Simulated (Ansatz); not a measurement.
The parent structure is Sn in the diamond structure (space group Fd-3m, No. 227; relaxed with 0.1 eV smearing).

```yaml
crystal:
  lattice:
    - [0.00000, 3.27009, 3.27009]
    - [3.27009, 0.00000, 3.27009]
    - [3.27009, 3.27009, 0.00000]
  atoms:
    - { symbol: Sn, position: [0.00000, 0.00000, 0.00000] }
    - { symbol: Sn, position: [0.25000, 0.25000, 0.25000] }
```

Method: PBEsol in Ansatz (plane waves to 420 eV, PAW, scalar-relativistic without spin-orbit coupling).

Base values:

```
Item        Value
--------  -------
Pressure  0.0 GPa
```

It is then changed as follows: every lattice vector is shortened by 2.50 %, atoms relaxed at fixed cell.

**Question.** What does the calculation give for the pressure and energy relative to the base after the change?

**Answer.** The pressure goes from zero to 3.8 GPa; the energy rises by 28 meV/atom.

The cells carry an imposed strain or load. Whether these cells are dynamically stable was not tested.

Ansatz is an electronic-structure program.
